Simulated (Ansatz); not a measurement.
Subject: the energy of configuration A over configuration B. The value is E(A) − E(B).

Cell A: a stack of composition FeIr5Pd built on Ir (fcc, Fm-3m) (111), with 5 atoms on that crystal's sites, 7 atoms, hexagonal cell of 2.74 Å (6.5 Å²), symmetry P3m1, 13.1 Å thick under 16 Å of vacuum, in-plane vectors held at the crystal's, which may strain the added film; planes from bottom to top: Ir × 5 | Fe | Pd, its two faces unlike (dipole correction applied); spin state with PBE: net moment 3.3 μB a cell, k-point mesh 19×19×1.
```yaml
crystal:
  lattice:
    - [2.73774, 0.00000, 0.00000]
    - [1.36887, 2.37095, 0.00000]
    - [0.00000, 0.00000, 29.09550]
  atoms:
    - { symbol: Ir, position: [0.00000, 0.00000, 0.27603] }
    - { symbol: Ir, position: [0.33333, 0.33333, 0.35125] }
    - { symbol: Ir, position: [0.66667, 0.66667, 0.42758] }
    - { symbol: Ir, position: [0.00000, 0.00000, 0.50428] }
    - { symbol: Ir, position: [0.33333, 0.33333, 0.58206] }
    - { symbol: Fe, position: [0.66667, 0.66667, 0.65433] }
    - { symbol: Pd, position: [0.33333, 0.33333, 0.72624] }
```

Cell B: a stack of composition FeIr5Pd built on Ir (fcc, Fm-3m) (111), with 5 atoms on that crystal's sites, 7 atoms, hexagonal cell of 2.74 Å (6.5 Å²), symmetry P3m1, 13.1 Å thick under 16 Å of vacuum, in-plane vectors held at the crystal's, which may strain the added film; planes from bottom to top: Ir × 5 | Fe | Pd, its two faces unlike (dipole correction applied); spin state with PBE: net moment 3.3 μB a cell, k-point mesh 19×19×1.
```xyz
7
Lattice="2.7377 0.0000 0.0000 1.3689 2.3710 0.0000 0.0000 0.0000 29.0955" Properties=species:S:1:pos:R:3 pbc="T T T"
Ir     0.0000     0.0000     8.0304
Ir     1.3689     0.7903    10.2191
Ir     2.7377     1.5806    12.4401
Ir     0.0000     0.0000    14.6719
Ir     1.3689     0.7903    16.9331
Fe     2.7377     1.5806    19.0409
Pd     0.0000     0.0000    21.1319
```

Plane-wave PAW calculations with Ansatz (a program for electronic structure), its default PAW set, cutoff 420 eV, 500 eV for r2SCAN. The structures are at rest with PBE, within the held lattices; other levels are single points on them. Neutral cells; Fermi-Dirac smearing of at most 0.10 eV in the solids, energies taken to zero width. The lattices are those relaxed with PBE or held as stated, so at other levels the solids can be strained, which adds to the spread. A dispersion term (D3(BJ), or D4 for r2SCAN) was computed beside these levels and is taken off wherever the name lacks it. Nuclei at rest; no vibrational terms. The structures are the rest points that the relaxations reached, not proven lowest. The runs are scalar-relativistic, without spin-orbit coupling. No search over spin orders was made beyond those shown. Values are for these cell sizes. The state moves with the level: A has a net moment of 3.6 μB with r2SCAN and 3.3 μB with PBE; B has a net moment of 3.7 μB with r2SCAN and 3.3 μB with PBE. Cell A has symmetry P3m1 and got no random move, so less symmetric positions, which may lie lower, weren't tried. Cell B has symmetry P3m1 and got no random move, so less symmetric positions, which may lie lower, weren't tried.

Q: Predict the value from r2SCAN.

A: -0.02 eV for A less B, too close to call.

Q: What do the other levels give, and how wide is the spread?

A: 
```
Functional  value (eV)  less r2SCAN
----------  ----------  -----------
PBE              -0.01         0.01
```

The levels span only 0.01 eV, too little to tell them apart.
